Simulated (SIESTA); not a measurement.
Input and output of a self-consistent single point for YCuSi2Ni (I-4m2, 5 atoms in the cell) (SIESTA).

Level of theory: LDA PW92, numerical atomic orbitals DZP, PseudoDojo LDA standard norm-conserving potentials (rewritten from UPF to PSML) run with SIESTA 5.4.2.

The change in words: lattice scaled by 0.98. Reference geometry:
```
CELL_PARAMETERS angstrom
     -2.03085     2.03085     5.00370
      2.03085    -2.03085     5.00370
      2.03085     2.03085    -5.00370
ATOMIC_POSITIONS crystal
  Y  0.00000 0.00000 0.00000
  Si 0.62208 0.62208 0.00000
  Si 0.37792 0.37792 0.00000
  Cu 0.25000 0.75000 0.50000
  Ni 0.75000 0.25000 0.50000
```

Reference input (self-consistent single point, DFT, LDA PW92, numerical atomic orbitals DZP, PseudoDojo LDA standard norm-conserving potentials (rewritten from UPF to PSML)): XC.functional = LDA; XC.authors = PW92; potentials = PseudoDojo LDA standard; PAO.BasisSize = DZP; PAO.EnergyShift = 0.01 Ry; MeshCutoff = 400 Ry; kgrid.MonkhorstPack = 9 9 9; OccupationFunction = MP; OccupationMPOrder = 0; ElectronicTemperature = 3156.43 K; MaxSCFIterations = 150; SCF.Mixer.Method = Pulay. This run's input differs from it in these lines:

```diff
@@ -12,7 +12,7 @@
 %endblock ChemicalSpeciesLabel
-LatticeConstant              5.769377 Ang
+LatticeConstant              5.653989 Ang
 %block LatticeVectors
-    -0.352005251    0.352005251    0.867285671
-     0.352005251   -0.352005251    0.867285671
-     0.352005251    0.352005251   -0.867285671
+    -0.352005283    0.352005283    0.867285734
+     0.352005283   -0.352005283    0.867285734
+     0.352005283    0.352005283   -0.867285734
 %endblock LatticeVectors
@@ -21,6 +21,6 @@
      0.000000000    0.000000000    0.000000000  1
-     0.000000000   -0.000000000    6.225400904  2
-     0.000000000   -0.000000000    3.781995096  2
-     2.030851000    0.000000000    2.501849000  3
-     0.000000000    2.030851000    2.501849000  4
+     0.000000000   -0.000000000    6.100892836  2
+     0.000000000   -0.000000000    3.706355164  2
+     1.990234000    0.000000000    2.451812000  3
+     0.000000000    1.990234000    2.451812000  4
 %endblock AtomicCoordinatesAndAtomicSpecies
```

Output, abridged:

```
        iscf     Eharris(eV)        E_KS(eV)     FreeEng(eV)     dDmax    Ef(eV) dHmax(eV)
   scf:    1    -9690.980860   -10616.762269   -10616.933808  1.701550 -0.821660147.693697
   scf:    2   -10677.151540   -10995.929621   -10996.039046  1.544181 -4.025991 66.490082
   scf:    3   -11056.815929   -11034.786784   -11034.844330  0.996312 -4.621065 41.246176
   scf:    4   -11050.283370   -11045.473166   -11045.553145  0.166606 -4.294040 32.937421
   scf:    5   -11069.170270   -11059.547263   -11059.623715  0.391628 -4.401406 11.848239
   [... 7 lines left out ...]
   scf:   13   -11062.202587   -11062.202885   -11062.276243  0.002744 -4.484114  0.058402
   scf:   14   -11062.202550   -11062.202841   -11062.276201  0.001364 -4.485041  0.074918
   scf:   15   -11062.202959   -11062.202940   -11062.276300  0.000793 -4.484553  0.000204
   scf:   16   -11062.202941   -11062.202940   -11062.276300  0.000005 -4.484578  0.000313
SCF Convergence by DM+H criterion
max |DM_out - DM_in|         :     0.0000048630
max |H_out - H_in|      (eV) :     0.0003126848
SCF cycle converged after 16 iterations

Using DM_out to compute the final energy and forces

siesta: E_KS(eV) =           -11062.2029

siesta: E_KS - E_eggbox =    -11062.2029

siesta: Atomic forces (eV/Ang):
     1   -0.000013    0.000013   -0.000000
     2   -0.000021    0.000002    0.361023
     3   -0.000002    0.000021   -0.361023
     4   -0.001002    0.001002   -0.000000
     5   -0.001861    0.001861    0.000000
   Tot   -0.002898    0.002899    0.000000
   Max    0.361023
   Res    0.131829    sqrt( Sum f_i^2 / 3N )
   Max    0.361023    constrained

Stress tensor Voigt[x,y,z,yz,xz,xy] (kbar):       98.80       98.80      103.86        0.05        0.05        0.11
   [... lines left out ...]
siesta: FreeEng =    -11062.276300
   [... lines left out ...]
siesta:     0.061666    0.000070    0.000034
siesta:     0.000070    0.061666    0.000034
siesta:     0.000034    0.000034    0.064827

siesta: Cell volume =         77.693634 Ang**3

siesta: Pressure (static):
siesta:                Solid            Molecule  Units
siesta:          -0.00068310         -0.00072358  Ry/Bohr**3
siesta:          -0.06271933         -0.06643560  eV/Ang**3
siesta:        -100.48744077       -106.44157300  kBar
```

The run converged in 16 iterations. Against the reference run the free energy drops by 79.7 meV/atom, the pressure goes from -15.95 to -10.05 GPa and the largest force goes from 0.480 to 0.361 eV/Å.

The starting cell comes from a database of computed structures (which also holds hypothetical and non-ambient phases and stackings), without a prior relaxation at this level. Its lattice was rescaled by a random factor within 2.5 % of one. For this run, on top of that: lattice scaled by 0.98. Spin polarisation is off. Values carry the incompleteness of an atom-centred basis. With a pressure of about -10 GPa the cell is away from its equilibrium volume at this level.

Cost on one core of a shared machine: roughly 3 min.
